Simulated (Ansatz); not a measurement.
# Pressure series in Si

Consider Si in the diamond structure (space group Fd-3m, No. 227; a = 5.402 Å).

Cell and atoms are relaxed at each pressure.

Level of theory: LDA (Ansatz, a program for electronic structure, PAW, spin-orbit coupling left out).

| case | width of the top valence band | shortest interatomic distance | band gap | density |
|---|---|---|---|---|
| base | 3.94 eV | 2.339 Å | 0.45 eV | 2.37 g/cm³ |
| pressure −2 GPa | 3.85 eV | 2.356 Å | 0.48 eV | 2.32 g/cm³ |
| pressure −1 GPa | 3.90 eV | 2.347 Å | 0.46 eV | 2.34 g/cm³ |
| pressure 0.9 GPa | 3.98 eV | 2.332 Å | 0.43 eV | 2.39 g/cm³ |
| pressure 2.1 GPa | 4.03 eV | 2.323 Å | 0.41 eV | 2.42 g/cm³ |
| pressure 4.5 GPa | 4.13 eV | 2.306 Å | 0.37 eV | 2.47 g/cm³ |
| pressure 9 GPa | 4.29 eV | 2.278 Å | 0.30 eV | 2.56 g/cm³ |
| pressure 15 GPa | 4.49 eV | 2.247 Å | 0.21 eV | 2.67 g/cm³ |
| pressure 22.5 GPa | 4.71 eV | 2.213 Å | 0.11 eV | 2.79 g/cm³ |
| pressure 30 GPa | – | 2.185 Å | zero | 2.90 g/cm³ |

Load acts through the strain it causes; cell and atoms are relaxed under it. Whether these cells are dynamically stable was not tested. Measured, Si leaves this structure (for the β-tin structure) near 12 GPa (room temperature; as listed in arXiv:1906.07825). Gaps under 0.05 eV, about the width of the smearing, are given as zero. A zero or small gap of Si under pressure 9 GPa, Si under pressure 15 GPa, Si under pressure 22.5 GPa and Si under pressure 30 GPa can be the functional's error rather than a property of the material.
